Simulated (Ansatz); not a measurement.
Si (model structure, I-43m, No. 217, 23 atoms in the cell) was calculated with LDA in Ansatz (plane waves, PAW).

Numerical settings: plane-wave cutoff 520 eV, 6×6×6 k mesh, Fermi–Dirac smearing 0.01 eV, scalar-relativistic PAW data made under PBE.

Cell (relaxed at this level):

```cif
data_Si46
_chemical_formula_sum 'Si46'
_space_group_name_H-M_alt 'I-43m'
_space_group_IT_number 217
_space_group_name_Hall 'I -4 2 3'
_cell_length_a 9.98209
_cell_length_b 9.98209
_cell_length_c 9.98209
_cell_angle_alpha 90.000
_cell_angle_beta 90.000
_cell_angle_gamma 90.000
loop_
_atom_site_label
_atom_site_type_symbol
_atom_site_symmetry_multiplicity
_atom_site_Wyckoff_symbol
_atom_site_fract_x
_atom_site_fract_y
_atom_site_fract_z
_atom_site_occupancy
Si1 Si 2 a 0.00000 0.00000 0.00000 1
Si2 Si 8 c 0.13562 0.13562 0.13562 1
Si3 Si 12 d 0.00000 0.25000 0.50000 1
Si4 Si 24 g 0.08456 0.08456 0.35678 1
```
(The calculation used a cell of 23 atoms; values per cell refer to that cell.)

Question: Estimate the band gap, smallest direct gap on the k points sampled and direct gap at Γ that the calculation returns.

Answer: 
- band gap = 1.20 eV (indirect)
- smallest direct gap on the k points sampled = 1.31 eV
- direct gap at Γ = 1.74 eV

Note: the relaxation could raise the start's symmetry but not lower it, so the cell can be a saddle point.

The computed numbers hold no vibrational or temperature effects.

A model structure was made by putting elements into a prototype or built by hand; it is no filed structure, need not be a known phase, and can be a saddle point held by its symmetry.

Ansatz is a first-principles code.
